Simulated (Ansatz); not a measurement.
The reference is GaN in the wurtzite structure (space group P6_3mc, No. 186; a = 3.183 Å, c = 5.184 Å).

Level of theory: Kohn–Sham DFT with the r2SCAN functional, run in Ansatz (a first-principles code) with PAW and 500 eV plane waves, no spin-orbit coupling, earlier PAW set.

For the base:

| Quantity | Result |
|---|---|
| Electron mass | 0.17 mₑ along c, 0.19 mₑ across (at Γ) |
| Pressure | 0.00 GPa |
| Valence-band top at Γ | 0.00, 0.00, -0.04 eV |
| Band gap | 2.35 eV |

Now apply this change: an isotropic linear strain of +4.11 %, atoms relaxed at fixed cell.

### Question
What happens to the electron mass?

### Answer
The electron mass goes from 0.17 mₑ along c, 0.19 mₑ across (at Γ) to 0.12 mₑ along c, 0.13 mₑ across (at Γ).

### Question
What does the calculation give for the pressure after the change?

### Answer
The pressure (mean of the normal stresses, compression positive) goes from zero to -18.22 GPa.

### Question
Estimate the effect on the valence-band top at Γ.

### Answer
The valence-band top at Γ (three highest levels, from the VBM) becomes 0.00, 0.00, -0.02 eV (base: 0.00, 0.00, -0.04 eV).

### Question
Predict the new band gap.

### Answer
The band gap drops by 0.84 eV, from 2.35 eV to 1.51 eV.

Effective masses come from finite differences of ±0.01 Å⁻¹. Whether these cells are dynamically stable was not tested.
